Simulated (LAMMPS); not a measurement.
LAMMPS 22 Jul 2025, classical MD, SNAP (Ni_Zuo_JPCA2020.snapcoeff): Ni, 500 atoms.

```json
{
  "task": "MD, nve",
  "potential": "SNAP, Ni_Zuo_JPCA2020.snapcoeff Ni_Zuo_JPCA2020.snapparam",
  "copies_of_the_repeat_unit": "5×5×5",
  "shape (slab and sphere leave vacuum in the box)": "bulk",
  "steps": "400",
  "timestep": "1 fs",
  "thermo": "50",
  "newton": "on (default)",
  "atom_modify sort (bins of 2 Å where set)": "1000 (default)",
  "comm_style": "brick (default)",
  "box": "17.6 × 17.6 × 17.6 Å",
  "start": "generated fcc lattice, warmed in an untimed run"
}
```

All runs start from one configuration, warmed at this fixed volume for 300 steps under a thermostat at 1200 K. The run at a skin of 2 Å has a mean temperature of 1240 K and a mean pressure of 7.5 GPa.

Each setting ran once; only counts and results are compared.

With neigh_modify every 1 delay 0 check yes, skins of 0.1, 0.3, 0.5, 1, 1.5, 2, 3 Å were run. Further schedules:
- skin 1 Å, every 20 delay 0 check no
- skin 0.3 Å, every 10 delay 0 check yes
- skin 1 Å, every 10 delay 0 check yes
- skin 2 Å, every 100 delay 0 check no
- skin 1 Å, every 1 delay 10 check yes
- skin 1 Å, every 100 delay 0 check no
- skin 0.3 Å, every 1 delay 10 check yes

A schedule rebuilds too seldom if it shows a dangerous build, rebuilds less often than the check at every step does at that skin, or fails.

Q: Name the settings that rebuild less often than the motion of the atoms asks.

A: With the check at every step the rebuilds are 116 at 0.1 Å, 42 at 0.3 Å, 25 at 0.5 Å, 12 at 1 Å, 6 at 1.5 Å, 2 at 2 Å, 0 at 3 Å. Too seldom: skin 0.3 Å, every 10 delay 0 check yes; skin 1 Å, every 10 delay 0 check yes; skin 1 Å, every 100 delay 0 check no; skin 0.3 Å, every 1 delay 10 check yes.

| setting | rebuilds | dangerous builds | list entries an atom | change of the total energy (meV/atom) |
|---|---|---|---|---|
| skin 0.1 Å, every 1 delay 0 check yes | 116 | — | 23.9 | +0.0040 |
| skin 0.3 Å, every 1 delay 0 check yes | 42 | — | 34.1 | +0.0040 |
| skin 0.5 Å, every 1 delay 0 check yes | 25 | — | 40.7 | +0.0040 |
| skin 1 Å, every 1 delay 0 check yes | 12 | — | 50.9 | +0.0040 |
| skin 1.5 Å, every 1 delay 0 check yes | 6 | — | 67.1 | +0.0040 |
| skin 2 Å, every 1 delay 0 check yes | 2 | — | 81.9 | +0.0040 |
| skin 3 Å, every 1 delay 0 check yes | 0 | — | 138 | +0.0040 |
| skin 1 Å, every 20 delay 0 check no | 20 | not counted | 50.9 | +0.0040 |
| skin 0.3 Å, every 10 delay 0 check yes | 38 | 36 | 34.2 | +0.0046 |
| skin 1 Å, every 10 delay 0 check yes | 10 | 0 | 50.9 | +0.0040 |
| skin 2 Å, every 100 delay 0 check no | 4 | not counted | 82.0 | +0.0040 |
| skin 1 Å, every 1 delay 10 check yes | 12 | 0 | 50.9 | +0.0040 |
| skin 1 Å, every 100 delay 0 check no | 4 | not counted | 50.9 | +0.0040 |
| skin 0.3 Å, every 1 delay 10 check yes | 39 | 37 | 34.2 | +0.0040 |

Where the energy changes as in the checked runs, the late rebuilds cost nothing that shows in this run. List entries are as LAMMPS prints them (Ave neighs/atom).
